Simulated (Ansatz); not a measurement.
# NaOH (space group Pbcm, No. 57; a cell from a computed database, its experimental status unchecked)

Space group Pbcm (No. 57); a = 3.1033 Å, b = 5.9586 Å, c = 6.1873 Å, α = 90.00°, β = 90.00°, γ = 90.00°

```
atom  site  symmetry       x       y       z
----  ----  --------  ------  ------  ------
Na      4c       2..  0.1597  0.7500  0.0000
H       4d       ..m  0.4442  0.0171  0.2500
O       4d       ..m  0.2886  0.4299  0.2500
```

The values are results of PBEsol, PAW, 420 eV (Ansatz, a program for electronic structure; no spin-orbit coupling), not measurements. Settings: 9×5×5 k-points, 0.05 eV Fermi–Dirac smearing.

The volume per atom is 9.53 Å³, the density is 2.32 g/cm³ and the band gap comes out as 3.41 eV (uncertain: the edges found on the path are not clean extrema). The total energy is -684.612 eV/atom (σ→0; compares only within this code and set-up).

Stability against distortions was not tested.
